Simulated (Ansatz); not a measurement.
Related cells compared by their band gap.

Cell A: MgTe (wurtzite, P6₃mc), 4 atoms in the cell, k-point mesh 12×12×6 on the run's own vectors.
```
CELL_PARAMETERS angstrom
      4.60942     0.00000     0.00000
     -2.30471     3.99187     0.00000
      0.00000     0.00000     7.49805
ATOMIC_POSITIONS crystal
  Mg 0.33333 0.66667 0.99674
  Mg 0.66667 0.33333 0.49674
  Te 0.33333 0.66667 0.37326
  Te 0.66667 0.33333 0.87326
```

Cell B: Mg3TeC (anti-perovskite, Pm-3m), 5 atoms in the cell; this is a cell from a database of computed structures that this text hasn't matched to a measured one, k-point mesh 8×8×8 on the run's own vectors.
```
CELL_PARAMETERS angstrom
      4.49878     0.00000     0.00000
      0.00000     4.49878     0.00000
      0.00000     0.00000     4.49878
ATOMIC_POSITIONS crystal
  Mg 0.50000 0.00000 0.50000
  Mg 0.00000 0.50000 0.50000
  Mg 0.50000 0.50000 0.00000
  Te 0.00000 0.00000 0.00000
  C  0.50000 0.50000 0.50000
```

Plane-wave PAW calculations with Ansatz (a program for electronic structure), its default PAW set, cutoff 420 eV. The structures are at rest with PBE; other levels are single points on them. HSE06 runs on coarser k-point meshes, which give the PBE gaps of the finer ones within 0.03 eV. Neutral cells; Fermi-Dirac smearing of at most 0.05 eV in the solids, energies taken to zero width. The lattices are those relaxed with PBE, so at other levels the solids can be strained, which adds to the spread. No structure search was made; lower ones may exist. The runs are scalar-relativistic, without spin-orbit coupling. A dispersion term ran beside these levels; it doesn't touch the electrons. Gaps are highest filled to lowest empty Kohn-Sham level on the run's k-point mesh, states of defects and surfaces included; edges off the mesh make the true gap smaller, and under 0.08 eV counts as none.

Question: What does HSE06 give for the band gap of each cell (eV)?

Answer: 
```
cell  HSE06
----  -----
A      3.22
B      1.43
```

With HSE06 the value of A exceeds that of B by 1.79 eV.

Question: How do the other levels compare?

Answer: 
| cell | PBE |
|---|---|
| A | 2.37 (direct) |
| B | 0.81 (direct) |

With PBE the value of A exceeds that of B by 1.56 eV.
